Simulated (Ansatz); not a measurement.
Input:

```yaml
crystal:
  lattice:
    - [3.15179, 0.00000, 0.06304]
    - [-1.57589, 2.72953, -0.03152]
    - [0.10277, 0.00000, 5.13834]
  atoms:
    - { symbol: Ga, position: [0.33055, 0.66655, 0.00035] }
    - { symbol: Ga, position: [0.66400, 0.33345, 0.50035] }
    - { symbol: N, position: [0.33628, 0.66712, 0.37665] }
    - { symbol: N, position: [0.66916, 0.33288, 0.87665] }
```

No spin polarisation.

Computed with LDA/PAW in Ansatz (a quantum-chemistry and plane-wave program), no SOC. k-mesh 12×12×7 (Γ-centred); smearing 0.05 eV (Fermi–Dirac).

Predict the stress, gap character, band gap and valence-band top at Γ.

The stress (xx, yy, zz, yz, xz, xy; compression positive) is (-0.17, 0.08, 0.12, 0.00, -3.86, 0.00) GPa and the gap character comes out as direct at Γ. The band gap is 2.02 eV and the valence-band top at Γ (three highest levels, from the VBM) is 0.00, -0.09, -0.24 eV.

The cells carry an imposed strain or load. No phonon test of stability was made. The cell was made from GaN in the wurtzite structure (space group P6_3mc, No. 186) by this change: tensor shear ε_xz = +2.00 %.
